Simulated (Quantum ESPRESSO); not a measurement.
# Sensitivity of a calculation on SrSn2As2 (R-3m, 5 atoms in the cell) to its settings

```
Sr(SnAs)2
1.0
    2.10200    -1.21359     8.90867
    0.00000     2.42718     8.90867
   -2.10200    -1.21359     8.90867
Sr Sn As
1 2 2
Direct
  0.00000   0.00000   0.00000
  0.20860   0.20860   0.20860
  0.79140   0.79140   0.79140
  0.40736   0.40736   0.40736
  0.59264   0.59264   0.59264
```

Base run A: PBEsol, GBRV 1.5 ultrasoft (PBESOL) pseudopotentials (Quantum ESPRESSO 7.5), self-consistent single point.

Its settings: ecutwfc = 40 Ry; ecutrho = 200 Ry; occupations = smearing; smearing = gauss; degauss = 0.0036749 Ry; potentials = {Sr: sr_pbesol_v1.uspp.F.UPF, Sn: sn_pbesol_v1.4.uspp.F.UPF, As: as_pbesol_v1.uspp.F.UPF}; K_POINTS = automatic 6 6 6 0 0 0; conv_thr = 1e-10 Ry.

The starting cell comes from a database of published, mostly measured structures (it also holds non-ambient and calculated ones), without a prior relaxation at this level. The run gives no clean gap (levels at the Fermi energy touch, overlap or are partly filled at this smearing), which alone does not show that the compound is a metal.

ΔF is the free energy per atom less that of run A. A dash stands where there is no value to compare (another energy zero or no entropy term, no result, no spin, no clean gap, or a mesh too coarse for one). Total energies depend on the potentials, the functional and any Hubbard or dispersion term, so they are compared only between runs that share all of them.

Run A gave: pressure (GPa) -0.18; largest force (eV/Å) 0.096; k-points 32.

Runs:
- B: vdw_corr: default → grimme-d3; dftd3_version: default → 4; dftd3_threebody: default → true [PBEsol-D3(BJ) with three-body term]
- C: lattice scaled by 1.015; ecutwfc: 40 Ry → 24 Ry; ecutrho: 200 Ry → 120 Ry
- D: conv_thr: 1e-10 Ry → 7.3e-06 Ry
- E: K_POINTS: automatic 6 6 6 0 0 0 → automatic 4 4 4 1 1 1
- F: conv_thr: 1e-10 Ry → default
- G: mixing_beta: default → 0.2; mixing_mode: default → TF

Question: What does run D change against A?

Answer: The free energy stays essentially unchanged (within 1 meV/atom), the pressure goes from -0.18 to 0.13 GPa and the largest force goes from 0.096 to 0.091 eV/Å.

```csv
run,ΔF (meV/atom),pressure (GPa),largest force (eV/Å),k-points
A,0.00,-0.18,0.096,32
B,–,-2.15,0.095,32
C,652.2,-12.43,0.141,32
D,0.00,0.13,0.091,32
E,-3.8,-0.19,0.030,10
F,0.00,0.13,0.091,32
G,0.00,-0.18,0.096,32
```
